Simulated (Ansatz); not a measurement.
Base system: TiC in the rock salt structure (space group Fm-3m, No. 225; relaxed with 0.1 eV smearing).

```
TiC
1.0
    0.00000     2.16390     2.16390
    2.16390     0.00000     2.16390
    2.16390     2.16390     0.00000
C Ti
1 1
Direct
  0.00000   0.00000   0.00000
  0.50000   0.50000   0.50000
```

Cartesian axes are those of the cell as printed.

The values are results of r2SCAN (Ansatz, a first-principles code), spin-orbit coupling left out, not measurements.

Before the change:

| Quantity | Result |
|---|---|
| Shortest interatomic distance | 4.089 bohr |
| Band gap | zero |

The change: the symmetric strain tensor [0.0031 0.0038 -0.0144; 0.0038 -0.0145 -0.0198; -0.0144 -0.0198 -0.0151], atoms relaxed at fixed cell.

Question: What happens to the shortest interatomic distance, band gap, stress and energy relative to the base?

Answer: The shortest interatomic distance drops by 0.0605 bohr (4.089 bohr → 4.029 bohr); the band gap is still zero; the stress (xx, yy, zz, yz, xz, xy; compression positive) is (2.5, 10.2, 10.6, 7.8, 5.7, -1.8) GPa; the energy goes up by 24 meV/atom.

Stability against distortions was not tested. All final runs are without spin polarisation.
